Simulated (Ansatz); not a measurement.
## Short convergence ladders for ZnCu2SnSe4 (Fmm2, 8 atoms in the cell)

```
CELL_PARAMETERS angstrom
     -2.89326     2.89326     5.78918
      2.89326    -2.89326     5.78918
      2.89326     2.89326    -5.78918
ATOMIC_POSITIONS crystal
  Zn 0.00432 0.00432 0.00000
  Cu 0.75000 0.25000 0.50000
  Cu 0.25000 0.75000 0.50000
  Sn 0.50000 0.50000 0.00000
  Se 0.62386 0.62386 0.51812
  Se 0.37614 0.89426 0.00000
  Se 0.10574 0.10574 0.48188
  Se 0.89426 0.37614 0.00000
```

Base method: LDA (PW92), default PAW files made with PBE (plane waves; Ansatz, a first-principles code).

Base settings: basis.ecutwfc = 30.9 Ry; kpoints.mp_grid.grid = 4 4 4; hamiltonian.xc = lda; hamiltonian.pseudopotentials = {kind: paw} (the program's default PAW files); scf.occupations.method = gaussian; scf.occupations.width = 0.0073 Ry.

The count of work is k-points × plane waves × bands × iterations; it is no time. Core times come from one kind of shared machine, to one figure; runs under 30 s give none.

**The k-point mesh**

The second cell is the first with its lattice scaled by 0.98.

Only quantities that move along the ladder and can be compared are tabulated.

```csv
kpoints.mp_grid.grid,free energy less the last step's (meV/atom),energy of the compressed cell less the first (meV/atom),pressure (GPa),largest difference of a force vector from the last step's (eV/Å),count of work / last,core time / last (rough)
2 2 2,16.46,-31.53,-5.05,0.256,0.029,–
4 4 4,-0.06,-37.12,-5.66,0.034,0.13,–
5 5 5,0.21,-37.76,-5.74,0.012,0.16,0.2
7 7 7,0.06,-37.74,-5.73,0.003,0.37,0.4
8 8 8,-0.04,-37.71,-5.73,0.002,0.56,0.5
10 10 10,0.00,-37.71,-5.73,0.000,1.0,1
```

Coarsest kpoints.mp_grid.grid that holds the free energy within 5 meV/atom of the last step, with all finer ones: 4 4 4, at 0.13 of the last step's count of work; the step before is off by 16 meV/atom.

Coarsest kpoints.mp_grid.grid that holds the forces within 0.01 eV/Å of the last step, with all finer ones: 7 7 7, at 0.37 of the last step's count of work and about 0.4 of the last step's time; the step before is off by 0.012 eV/Å.

Coarsest kpoints.mp_grid.grid that holds the energy of the compressed cell less the first within 1 meV/atom of the last step, with all finer ones: 4 4 4, at 0.13 of the last step's count of work; the step before is off by 6.2 meV/atom.

**The k-point mesh at a smearing width of 0.02 eV**

In this ladder: scf.occupations.width = 0.0015 Ry.

Only quantities that move along the ladder and can be compared are tabulated.

```csv
kpoints.mp_grid.grid,free energy less the last step's (meV/atom),largest difference of a force vector from the last step's (eV/Å),count of work / last,core time / last (rough)
3 3 3,3.48,0.016,0.021,–
5 5 5,0.18,0.011,0.079,0.08
7 7 7,0.07,0.010,0.19,0.2
9 9 9,0.05,0.004,0.36,0.4
13 13 13,0.00,0.000,1.0,1
```

Coarsest kpoints.mp_grid.grid that holds the free energy within 2 meV/atom of the last step, with all finer ones: 5 5 5, at 0.079 of the last step's count of work and about 0.08 of the last step's time; the step before is off by 3.5 meV/atom.

Coarsest kpoints.mp_grid.grid that holds the forces within 0.005 eV/Å: not settled: the last two steps still differ by 0.004 eV/Å, over half the tolerance, so the ladder does not show it.

**The mesh under tetrahedron occupations**

In this ladder: scf.occupations.method = tetrahedron; scf.occupations.width = default.

Only quantities that move along the ladder and can be compared are tabulated.

```tsv
kpoints.mp_grid.grid	largest difference of a force vector from the last step's (eV/Å)	count of work / last	core time / last (rough)
4 4 4	0.012	0.065	–
6 6 6	0.004	0.16	0.2
8 8 8	0.002	0.34	0.4
12 12 12	0.000	1.0	1
```

Coarsest kpoints.mp_grid.grid that holds the forces within 0.01 eV/Å of the last step, with all finer ones: 6 6 6, at 0.16 of the last step's count of work and about 0.2 of the last step's time; the step before is off by 0.012 eV/Å.

On the base run: the starting cell comes from a database of computed structures (which also holds hypothetical and non-ambient phases and stackings), without a prior relaxation at this level. Its lattice was rescaled by up to half a per cent. One atom was moved a little off its site on purpose. Spin polarisation is off. In the base run, with a pressure of about -6 GPa the cell is away from its equilibrium volume at this level. Ansatz's pressure includes its estimate of the finite-basis (Pulay) stress. The run gives no clean gap (levels at the Fermi energy touch, overlap or are partly filled at this smearing), which alone does not show that the compound is a metal.

Keys are those of Ansatz 0.2.
